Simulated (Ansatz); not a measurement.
An Ansatz (an electronic-structure program) run: Al with a change (pressure 1.8 GPa); r2SCAN/PAW in Ansatz, no SOC.

Input:

Ansatz 0.2 input:
```yaml
crystal:
  lattice:
    - [0, 1.9959940083, 1.9959940083]
    - [1.9959940083, 0, 1.9959940083]
    - [1.9959940083, 1.9959940083, 0]
  atoms:
    - { symbol: Al, position: [0, 0, 0] }
basis: { ecutwfc: 500, ecutrho_ratio: 4, xc_grid: 4, fft_grid_basis: typed }
kpoints: { mp_grid: { grid: [20, 20, 20] } }
hamiltonian:
  xc: r2scan
  dispersion: none
  pseudopotentials: { kind: paw }
scf: { occupations: { method: fermi_dirac, width: 0.05 } }
relax: { f_tol: 0.01, max_steps: 60, cell: { stress_tol: 0.02, p_target: 1.8 } }
output: { forces: true, stress: true }
checkpoint: { write: state.ck, write_every: 1000 }
```

Output (explanatory and most iteration lines left out):

```
Relaxation: its limit of steps is 60 (relax.max_steps)
Pseudopotential: Al, paw, valence charge 3
Crystal: 1 atoms, lattice volume = 15.904 Å³
Basis set: ecut = 500 eV, 411 PW (Γ), exchange–correlation on 96×96×96 points (64 copies of the dense FFT grid, shifted against one another)
Bands: 6, of which v1, the nominal top of the filled ones, is band 2 counted from 1 (1 counted from 0)
Symmetry: 48 space group operations
Space group: Fm-3m (ITA 225), of the structure as read, at distance tolerance 2.5e-5 Å
k-points: 256 of 8000
Functional: x = r2scan, c = r2scan; τ floored in thin density (d = 2e-4 eV/Å³)
SCF iter   1: F=—  HF=-540.404744 eV  |F-HF|=—  |Δ(HF+E_count)|=         —  Δρ=3.38e-3  dr2=2.03e-3  dr2_τ=4.95e-3  ethr=1.77e-3  ⟨swp⟩=4.8  Hψ=13606  notcnv=0
SCF iter   2: F=—  HF=-540.412374 eV  |F-HF|=—  |Δ(HF+E_count)|=   7.63e-3  Δρ=2.34e-3  dr2=9.65e-4  dr2_τ=2.52e-6  ethr=6.77e-5  ⟨swp⟩=2.0  Hψ=5025  notcnv=0  defer=100
SCF 1 converged in 6 iterations: F = -540.412287 eV  dr2 = 1.73e-8
relax step   1: F+E_penalty+E_count = -540.41228663 eV  Δ(F+E_penalty+E_count) = +0.000e0 eV  max|allowed force component| = 0.000e0 eV/Å  Δτ_max = 0.0000 Å  P = +0.001 GPa  Ω = 15.904 Å³  (6 SCF iters, dr2 threshold 1.00e-7 eV, accepted)
[... steps on the carried basis left out ...]
relax step   4: F+E_penalty+E_count = -540.41069669 eV  Δ(F+E_penalty+E_count) = +6.953e-6 eV  max|allowed force component| = 0.000e0 eV/Å  Δτ_max = 0.0000 Å  P = +1.788 GPa  Ω = 15.614 Å³  stress off target by 1.19e-2 GPa  SCF on the basis re-selected at this cell (its energy is not comparable with the rows above)  (4 SCF iters)
SCF converged after 4 iterations
Free energy (F): -540.410697 eV
Internal energy: -540.407797 eV  (E = F + TS)
E sigma→0 (E₀):  -540.409247 eV
Entropy (-TS):   -0.002899 eV (-2.899 meV/atom)
Fermi energy:    8.603122 eV
--- Forces (eV/Å), atoms counted from 1 ---
  atom   1  Al     0.00000000    -0.00000000    -0.00000000
--- Stress (GPa, compression-positive) ---
        1.788138       0.000000       0.000000
        0.000000       1.788138       0.000000
        0.000000       0.000000       1.788138
  P = ⅓ Tr σ = 1.7881 GPa (17.881 kbar)
--- Relaxed structure (3 steps of the walk, 3 accepted, 1 SCFs on fresh bases) ---
  cell:  # Å, volume = 15.6145 Å³
    - [5.22275633371798e-34, 1.983804638434203, 1.983804638434203]
    - [1.983804638434203, 1.057289696825835e-33, 1.983804638434203]
    - [1.983804638434203, 1.983804638434203, 7.388289447698606e-34]
  atoms:
    - { symbol: Al, position: [0.0, 0.0, 0.0] }
```

Load acts through the strain it causes; cell and atoms are relaxed under it. No phonon test of stability was made. The cell was made from Al in the fcc (Cu type) structure (space group Fm-3m, No. 225) by this change: pressure 1.8 GPa.
